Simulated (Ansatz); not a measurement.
**ZnS under a change: biaxial strain −2.77 %, plane normal [001], relaxed out of plane**

Base system: ZnS in the wurtzite structure (space group P6_3mc, No. 186; a = 3.845 Å, c = 6.306 Å). Axes: x lies along a and z along c of the hexagonal cell.

It is then changed as follows: biaxial strain −2.77 %, plane normal [001], relaxed out of plane (Cartesian); in-plane vectors clamped, the third vector and the atoms free.

The values are results of Kohn–Sham DFT with the PBE functional, run in Ansatz (a first-principles code) with PAW and 420 eV plane waves, spin-orbit coupling left out, not measurements. k-mesh 10×10×5 (Γ-centred); smearing 0.05 eV (Fermi–Dirac).

```csv
quantity,base,changed,shift
volume per atom,20.18 Å³,19.39 Å³,-0.79 Å³
space group,P6_3mc (No. 186),P6_3mc (No. 186),–
shortest interatomic distance,235.7 pm,232.2 pm,-3.44 pm
band gap,2.08 eV,2.08 eV,0.00 eV
gap character,direct at Γ,direct at Γ,–
width of the top valence band,2.03 eV,2.26 eV,+0.23 eV
electron mass,"0.16 mₑ along c, 0.18 mₑ across (at Γ)","0.14 mₑ out of plane, 0.20 mₑ in plane (at Γ)",–
"valence-band top at Γ (three highest levels, from the VBM)","0.00, 0.00, -0.07 eV","0.00, 0.00, -0.33 eV",–
out-of-plane strain,–,+1.63 %,–
ratio −ε⊥/ε∥,–,0.59,–
```

Effective masses come from finite differences of ±0.01 Å⁻¹. No phonon test of stability was made.
